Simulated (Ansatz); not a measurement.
Consider this model of amorphous Cu₂₄Ta₂₄.

```xyz
48
Lattice="9.7725 -0.3724 0.2914 -0.3724 8.9987 0.5423 0.2914 0.5423 8.4659" Properties=species:S:1:pos:R:3 pbc="T T T"
Cu     5.1913     3.0879     1.7352
Cu     0.8531     2.5774     6.9193
Cu     6.3872     5.7252     8.5589
Cu     3.7398     1.3805     0.7145
Cu     5.2482     3.7905     7.7348
Cu     6.7252     7.5765     1.3539
Cu     9.6215     4.5069     2.6475
Cu     0.4830     9.1127     3.7677
Cu     4.2296     5.5120     1.6339
Cu     1.1206     1.1820     0.8466
Cu     0.5096     3.7914     4.6536
Cu     5.6199     0.2528     1.8642
Cu     1.6319     1.5600     4.9082
Cu    -0.0992     8.4655     6.1174
Cu     0.1430     3.4587     0.3668
Cu     4.5772     4.3564     3.7094
Cu     2.8275     3.7911     8.0295
Cu     9.5098     1.9673     3.0815
Cu     7.9846     3.6755     4.3085
Cu     8.2669     0.8357     1.3738
Cu     2.9473     3.6721     5.3492
Cu     9.2944     0.2181     7.9347
Cu     7.5633     3.2353     1.2608
Cu     6.8572     1.7678     3.2670
Ta     6.5112     5.6904     5.5125
Ta     1.8289     5.6708     0.7452
Ta     3.9673     1.4732     3.6452
Ta     7.1676     7.7982     7.1875
Ta     9.0782     6.1487     8.5805
Ta     9.4696     7.1985     2.1987
Ta     7.0027     5.4426     2.7084
Ta     8.2214     3.8516     7.0515
Ta     5.3512     9.0206     5.7354
Ta     9.1947     6.0316     4.8851
Ta     2.2911     3.2636     2.3348
Ta     2.5088     8.0329     5.4143
Ta     1.2580     5.4291     6.5547
Ta     4.7520     7.0393     3.7669
Ta     8.4525     1.3160     5.5363
Ta     3.7537     1.5361     6.6076
Ta     6.6397     1.4299     7.7879
Ta     1.5980     8.6870     8.1296
Ta     4.5290     8.1829     8.4546
Ta     3.9845     5.9981     6.6282
Ta     2.5889     8.1594     2.2950
Ta     2.1509     5.7931     3.7105
Ta     7.4674     8.1869     4.0361
Ta     5.8285     2.9033     5.4410
```

All values below come from PBE, scalar-relativistic without spin-orbit coupling (plane waves to 420 eV, PAW; Ansatz, an electronic-structure program).

A CHGNet melt-quench gave the starting glass, which DFT then relaxed. The hot cell started wider than the set density and was brought back towards it in steps. It is the lowest in DFT energy of 3 quenches. It is a model cell: composition and starting density were chosen by hand, and all elements were melted together. No dispersion term was used. Its density started from a set value of 13.27 and ended at 13.18 g/cm³. The simulated quench (nominally 230 K/ps over its main leg) is rapid and tends to freeze in more defects than a deposited or slowly cooled glass has. Values belong to this one cell and scatter from quench to quench. Volume and shape were free in the relaxation. On a 2×2×2 Γ-centred mesh force components of up to 0.37 eV/Å stay, since the relaxation ran on one k-point at (1/4, 1/4, 1/4).

Cut-offs for bonds: Cu-Cu 3.06 Å, Cu-Ta 3.58 Å, Ta-Ta 3.34 Å.

Problem. Give the coordination numbers, mean bond lengths and angles.

Solution. 
- Mean coordination of Cu = 11.54 (2 with 10, 8 with 11, 13 with 12, 1 with 13)
- Mean coordination of Ta = 13.12 (1 with 11, 8 with 12, 7 with 13, 4 with 14, 3 with 15, 1 with 16)
- Mean Ta-Ta bond = 2.946 Å (spread 0.129 Å, 86 counted)
- Mean Cu-Ta bond = 2.882 Å (spread 0.222 Å, 143 counted)
- Mean Cu-Cu bond = 2.572 Å (spread 0.148 Å, 67 counted)
- Bond angle at Cu = mean 97.2°, spread 34.2°
- Bond angle at Ta = mean 95.8°, spread 34.4°
